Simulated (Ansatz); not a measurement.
**BeTe: response to strain**

Start from BeTe in the zinc blende structure (space group F-43m, No. 216).

```
BeTe
1.0
    0.00000     2.77712     2.77712
    2.77712     0.00000     2.77712
    2.77712     2.77712     0.00000
Be Te
1 1
Cartesian
  0.00000   0.00000   0.00000
  1.38856   1.38856   1.38856
```

Cartesian axes are those of the cell as printed.

Strains are applied to the cell and any free atomic positions relax; under biaxial strain the out-of-plane vector relaxes too.

Computed with plane-wave PAW DFT at the LDA level (Ansatz, a program for electronic structure, 420 eV), no spin-orbit coupling.

```csv
"biaxial strain, plane normal [001], relaxed out of plane (%)",band gap (eV)
-3,1.46
-2.5,1.51
-2,1.57
-1.5,1.63
-1,1.68
-0.5,?
0,1.79
```

**Question.** Fit E_g = E₀ + Dε (ε in %) to the rows shown and predict the withheld row.

**Answer.** Least squares on the printed values gives E₀ = 1.79 eV, D = 111 meV per % of strain (largest residual 0.00 eV); this predicts 1.74 eV, and the run gives 1.74 eV, in agreement.

With Te present, leaving out spin-orbit coupling can change the band edges. No phonon test of stability was made.
